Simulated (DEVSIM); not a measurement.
Structure: abrupt Si p-n junction, at 400 K.

Layer 1 from the left is Si, thickness (μm) 26.0, Na (cm⁻³) 1.5e16, τn (s) 4.2e-5, τp (s) 4.2e-5. Layer 2 from the left is Si, thickness (μm) 170, Nd (cm⁻³) 5.4e12, τn (s) 4.2e-5, τp (s) 4.2e-5.

Left contact: ohmic. Right contact: ohmic. Voltage is applied to the left contact. Recombination: SRH at mid-gap. Mobility is μmin + (μ − μmin)/(1 + (N/Nref)^α).

The device is made up for the run: typed textbook-type constants, with dimensions and the other settings drawn at random. Values at 300 K; Nc and Nv go as T^1.5, mobilities as T to minus their exponent, the gap by Varshni's rule with the affinity fixed.

Si: gap (eV) 1.124, affinity (eV) 4.05, permittivity 11.7, Nc (cm⁻³) 2.86e19, Nv (cm⁻³) 3.1e19, μn (cm²/Vs) 1417, μp (cm²/Vs) 470, μn,min 52, μp,min 45, Nref,n 9.7e16, Nref,p 2.2e17, αn 0.68, αp 0.72, T exponent of μn 2.3, T exponent of μp 2.2, Varshni α (eV/K) 0.000473, Varshni β (K) 636.

Model (solved in DEVSIM): 1D drift-diffusion, Boltzmann statistics, complete ionisation; no tunnelling, impact ionisation, image-force lowering or self-heating.

**Question.** What does the simulation give for the dark forward voltage at 1 A/cm², the potential step across the device at zero bias?

**Answer.** dark forward voltage at 1 A/cm² 0.610 V; potential step across the device at zero bias 0.287 V.
